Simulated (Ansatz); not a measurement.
Consider the following.

End structure of the (10-12) surface of hcp Lu in its 1x1 cell, outermost plane spacing 1.35 Å in the ideal cut (one of several cuts of this face):

```
CELL_PARAMETERS angstrom
      3.50679     0.00000     0.00000
      0.00000     8.16979     0.00000
      0.00000     0.00000    28.00000
ATOMIC_POSITIONS crystal
  Lu 0.50000 0.41363 0.30015
  Lu 0.00000 0.73097 0.34428
  Lu 0.00000 0.15143 0.36858
  Lu 0.50000 0.46601 0.41532
  Lu 0.50000 0.87360 0.43859
  Lu 0.00000 0.18894 0.48879
  Lu 0.00000 0.60012 0.51121
  Lu 0.50000 0.91545 0.56141
  Lu 0.50000 0.32304 0.58468
  Lu 0.00000 0.63763 0.63142
  Lu 0.00000 0.05808 0.65572
  Lu 0.50000 0.37542 0.69985
```

Model: 12-atom slab, 11.5 Å thick at the start, 11x5x1 mesh, Fermi-Dirac 0.1 eV, dipole correction, single point; on the structure that PBE left under its start's symmetry; no spin, no spin-orbit, no U.

**Question.** Estimate the surface energy (mean of both faces) that r2SCAN, at the PBE geometry run with Ansatz (a program for electronic structure) returns for this input.

**Answer.** 1.34 J/m²

**Question.** What is the computed work function of the top face (r2SCAN, at the PBE geometry)?

**Answer.** 3.21 eV
